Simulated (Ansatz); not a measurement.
A self-consistent single point of ZrPbO₃ (P1, 5 atoms in the cell) with Ansatz (a quantum-chemistry and plane-wave program).

Method of the run: PBEsol+U, PAW files made with PBE (plane waves; Ansatz).

```xyz
5
Lattice="4.2089 0.0000 0.0000 0.0000 4.2089 0.0000 0.0000 0.0000 4.2089" Properties=species:S:1:pos:R:3 pbc="T T T"
Zr    -0.0180     0.0480     0.0172
Pb     2.1589     2.0852     2.1100
O      2.1090     0.0020     0.0158
O     -0.0069     2.0940    -0.0161
O     -0.0341    -0.0202     2.0821
```

Reference input (self-consistent single point, DFT, PBEsol, plane waves, PAW files made with PBE): kpoints.mp_grid.grid = 5 5 5; hamiltonian.xc = pbesol; hamiltonian.pseudopotentials = {kind: paw} (an earlier, softer set of the program's PAW files); scf.occupations.method = fermi_dirac; scf.occupations.width = 0.05 eV. This run's input differs from it in these lines:

Ansatz 0.2 input:
```diff
@@ -19,2 +19,6 @@
     kind: paw
+  hubbard:
+    sites:
+      - { species: Zr, l: d, u_eff: 2.0 }
+    projectors: ortho-atomic
 scf:
```

Output, abridged:

```
SCF iter   1: F=—  HF=-17572.373690 eV  |F-HF|=—  |Δ(HF+E_count)|=         —  Δρ=5.31e-2  dr2=3.61e0  ethr=3.10e-3  ⟨swp⟩=6.4  Hψ=7873  notcnv=0
all-band conjugate gradients solve this SCF's bands
preconditioner: auto → Resta (q_TF=auto, 2.499 Å⁻¹)
SCF iter   2: F=—  HF=-17571.585800 eV  |F-HF|=—  |Δ(HF+E_count)|=   7.88e-1  Δρ=3.23e-2  dr2=1.01e0  ethr=3.10e-3  ⟨swp⟩=3.2  Hψ=3254  notcnv=0  defer=63
   [... lines left out ...]
SCF iter   6: F=—  HF=-17571.256171 eV  |F-HF|=—  |Δ(HF+E_count)|=   3.63e-6  Δρ=2.14e-4  dr2=3.05e-5  ethr=1.45e-6  ⟨swp⟩=2.0  Hψ=2290  notcnv=0  defer=60
SCF iter   7: F=—  HF=-17571.256179 eV  |F-HF|=—  |Δ(HF+E_count)|=   8.73e-6  Δρ=2.05e-4  dr2=2.68e-5  ethr=6.94e-8  ⟨swp⟩=2.0  Hψ=2620  notcnv=0  defer=60
SCF iter   8: F=—  HF=-17571.256174 eV  |F-HF|=—  |Δ(HF+E_count)|=   4.80e-6  Δρ=3.22e-5  dr2=6.48e-7  ethr=6.09e-8  ⟨swp⟩=2.0  Hψ=2306  notcnv=0  defer=60
SCF iter   9: F=-17571.256175 eV  HF=-17571.256175 eV  |F-HF|=2.11e-8  |Δ(HF+E_count)|=   2.01e-7  Δρ=7.95e-6  dr2=4.44e-8  ethr=2.27e-10  ⟨swp⟩=10.5  Hψ=8115  notcnv=0
SCF 1 converged in 9 iterations: F = -17571.256175 eV  dr2 = 4.44e-8
Free energy (F): -17571.256175 eV
Internal energy: -17571.256175 eV  (E = F + TS)
E sigma→0 (E₀):  -17571.256175 eV
Fermi energy:    10.352742 eV
--- Forces (eV/Å), atoms counted from 1 ---
  atom   1  Zr     0.28579792    -0.52744888    -0.26460209
  atom   2  Pb     0.11449630     0.10957471     0.02760832
  atom   3  O     -0.24811820     0.02453866    -0.08681948
  atom   4  O     -0.08438239     0.35559569    -0.06741670
  atom   5  O     -0.06778910     0.03773251     0.39122336
--- Stress (GPa, compression-positive) ---
       -6.292154      -0.038331       0.028356
       -0.038331      -5.983685      -0.039684
        0.028356      -0.039684      -6.222586
  P = ⅓ Tr σ = -6.1661 GPa (-61.661 kbar)
  The stress holds the Pulay correction. Without it, at fixed plane waves, as pw.x and ABINIT print it: P = -6.4774 GPa
Occupation matrices written to occupation_matrices
```

The run converged in 9 iterations. Against the reference run the pressure goes from -7.04 to -6.17 GPa, the largest force goes from 0.543 to 0.656 eV/Å and the gap on the mesh goes from 2.700 to 2.670 eV.

The starting cell comes from a database of computed structures (which also holds hypothetical and non-ambient phases and stackings), without a prior relaxation at this level. Its atoms were displaced at random from the sites of space group no. 221. Spin-orbit coupling is off. Spin polarisation is off. The U value is a test value, and with U on an open shell several self-consistent states can exist. With a pressure of about -6 GPa the cell is away from its equilibrium volume at this level. Ansatz's pressure includes its estimate of the finite-basis (Pulay) stress.
